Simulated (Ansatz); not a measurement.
Functionals compared on the (110) surface of fluorite-type NiSi2 in its 1x1 cell (cut with top plane Ni + 2 Si, bottom plane Ni + 2 Si), outermost plane spacing 1.93 Å in the ideal cut, in Ansatz (plane waves, PAW). The structure was relaxed with PBE; the other rows are single points on it, each with its references at the same level. Cutoff 420 eV (500 eV for r2SCAN).

Set-up: 18 atoms, Ni6Si12, 9.6 Å thick at the start (thin: gaps and levels are the slab's own); mesh 10x7x1; 0.1 eV smearing; dipole correction on; all atoms relaxed; held to the start's symmetry, so lower structures may exist; no spin (magnetic order not tried), no spin-orbit, no U. These notes are the PBE run's.

| functional | surface energy (J/m²) | work function of the top face (eV) | rough cost of the single point |
|---|---|---|---|
| PBE | 1.09 | 4.61 | – |
| LDA | [?] | [?] | roughly 2.4 core-minutes |
| PBEsol | 1.38 | 4.68 | roughly 2.6 core-minutes |
| RPBE | 0.91 | 4.50 | around 110 core-seconds (rough) |
| r2SCAN | 1.27 | 4.65 | about 3 core-minutes (a rough figure) |

Task: Fill in the missing entries.

Result: 
- LDA, surface energy (J/m²): 1.49
- LDA, work function of the top face (eV): 4.85

Ansatz is a program for electronic structure.
